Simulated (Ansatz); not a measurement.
Take HfN in the rock salt structure (space group Fm-3m, No. 225; a = 4.502 Å; relaxed with 0.1 eV smearing) as the base. Axes: x, y, z lie along the cube axes.

All numbers come from PBEsol, PAW, 420 eV (Ansatz, a quantum-chemistry and plane-wave program; without spin-orbit coupling).

For the base:

Pressure: 0.0 GPa

One thing is altered: the symmetric strain tensor [-0.0070 -0.0123 0.0144; -0.0123 -0.0109 0.0103; 0.0144 0.0103 0.0028]; the atoms relax in the strained cell.

Q: Predict the new energy relative to the base.

A: The energy rises by 13 meV/atom.

Q: Predict the new pressure.

A: The pressure (mean of the normal stresses, compression positive) goes from zero to 4.7 GPa.

No phonon test of stability was made. The final runs are not spin-polarised. An odd electron count without spin: HfN.
